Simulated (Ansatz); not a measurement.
Start from Y in the hcp (Mg type) structure (space group P6_3/mmc, No. 194; relaxed with 0.1 eV smearing).

```yaml
crystal:
  lattice:
    - [3.59431, 0.00000, 0.00000]
    - [-1.79716, 3.11277, 0.00000]
    - [0.00000, 0.00000, 5.60992]
  atoms:
    - { symbol: Y, position: [0.66667, 0.33333, 0.75000] }
    - { symbol: Y, position: [0.33333, 0.66667, 0.25000] }
```

Cartesian axes are those of the cell as printed.

The values are results of PBEsol/PAW in Ansatz (a first-principles code), spin-orbit coupling left out, not measurements.

Strains are applied to the cell and any free atomic positions relax.

One change was made to it. Results:

The energy grows by 3.1 meV/atom; the shortest interatomic distance goes up by 0.045 Å, from 3.489 Å to 3.534 Å; the band gap remains zero.

### Question
What was done to the base?
A) uniaxial strain ε_zz = +2.00 %
B) uniaxial strain ε_zz = +3.00 %
C) uniaxial strain ε_zz = +1.00 %
D) uniaxial strain ε_zz = +2.50 %

### Answer
A, uniaxial strain ε_zz = +2.00 %. For comparison, the energy relative to the base in the other runs: uniaxial strain ε_zz = +1.00 % gives +0.8 meV/atom; uniaxial strain ε_zz = +3.00 % gives +7.0 meV/atom; uniaxial strain ε_zz = +2.50 % gives +4.9 meV/atom.

No phonon test of stability was made. The final runs are not spin-polarised.
